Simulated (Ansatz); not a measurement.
Defect: O vacancy in monoclinic ZrO2 strained by +1.5 % along x and y, z held, neutral cell. Method: PBE, PAW (plane waves to 420 eV; Ansatz, a first-principles code).

96-site cell at the strained lattice (strain from the relaxed PBE one, atoms relaxed), the Γ point alone, smearing 0.01 eV, spin-restricted, no finite-size correction. No zero-point or tunnelling terms. The charge state is imposed; whether it is stable for some Fermi level was not computed. Forms of the defect that were not tried may lie lower.

Barriers: single points on a 2×2×2 k-point mesh shifted by half a step at the bands' geometries (they differ from the bands' own by up to 0.15 eV, and are uncertain by about as much).

A. one O atom jumps into the vacancy from a nearby O site; the atom moves 2.44 Å along (-0.07, 0.45, -0.05) of the unit cell; the moving atom starts with neighbours O at 2.57, 2 O at 2.70; Zr at 2.15, Zr at 2.20, Zr at 2.21, Zr at 2.47 Å and ends with O at 2.57, 2 O at 2.70; Zr at 2.15, Zr at 2.20, Zr at 2.21, Zr at 2.47 Å; saddle order not checked, on a symmetry element.
B. one O atom jumps into the vacancy from a nearby O site; the atom moves 2.70 Å along (0.00, -0.14, -0.48) of the unit cell; the moving atom starts with neighbours O at 2.61, O at 2.62; Zr at 2.06, Zr at 2.11, Zr at 2.19 Å and ends with O at 2.58, O at 2.59; Zr at 2.08, Zr at 2.12, Zr at 2.15 Å; the start lies 0.16 eV above the lowest site run; saddle order not checked.

A band can be held on a symmetry element, so unchecked saddle points there may be too high.

Q: Order them by forward barrier (lowest first) at the level PBE, PAW.

A: B (1.45 eV), A (1.85 eV)
